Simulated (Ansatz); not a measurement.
Consider GaN in the zinc blende structure (space group F-43m, No. 216).

```
GaN
1.0
    0.00000     2.27425     2.27425
    2.27425     0.00000     2.27425
    2.27425     2.27425     0.00000
N Ga
1 1
Direct
  0.75000   0.75000   0.75000
  0.00000   0.00000   0.00000
```

Level of theory: PBE, PAW, 420 eV (Ansatz, an electronic-structure program; without spin-orbit coupling).

Now apply this change: full substitution N → Sb; the structure is relaxed again.

Measured lattice parameter a: GaN 4.5 Å (room temperature; as listed in I. Vurgaftman, J. R. Meyer, L. R. Ram-Mohan, Journal of Applied Physics (2001)); GaSb 6.0959 Å (room temperature; as listed in I. Vurgaftman, J. R. Meyer, L. R. Ram-Mohan, Journal of Applied Physics (2001)).

Question: How well does PBE reproduce the measured shift?

Answer: With PBE the lattice parameter a moves by +1.665 Å (4.549 → 6.213) against +1.596 Å measured.

Stability against distortions was not tested. The final runs are not spin-polarised. This is not the structure that GaN has at room temperature and ambient pressure.
